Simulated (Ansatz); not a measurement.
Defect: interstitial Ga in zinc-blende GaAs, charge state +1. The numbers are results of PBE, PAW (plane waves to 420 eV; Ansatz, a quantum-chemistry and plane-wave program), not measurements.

Settings: 64 host sites, the relaxed PBE lattice, one k-point at (0.250, 0.250, 0.250), smearing 0.05 eV, spin-restricted, no image-charge correction. Static, classical nuclei. PBE gaps are too small, and in this host the defect's levels may merge with the bands. The charge state is imposed; whether it is stable for some Fermi level was not computed. Sites that were not tried may lie lower.

Barriers: single points on a 2×2×2 k-point mesh shifted by half a step at the bands' geometries (they differ from the bands' own by up to 0.22 eV, and are uncertain by about as much).

The step: a direct jump of one Ga atom; the atom moves 2.43 Å along (0.24, 0.24, 0.24) of the unit cell; the moving atom starts with neighbours 3 As at 2.90, 3 As at 2.92; 3 Ga at 2.67, Ga at 2.68 Å and ends with 3 As at 2.58, As at 2.65; 3 Ga at 2.94, 3 Ga at 2.98 Å.

**Question.** Predict the migration barrier of this step from PBE, PAW.

**Answer.** 1.09 eV forward and 0.95 eV backward. At the saddle the moving atom has neighbours 3 As at 2.57; 3 Ga at 2.61 Å. The saddle point's order was not checked, and it lies on a symmetry element of the cell, where a band can be held.
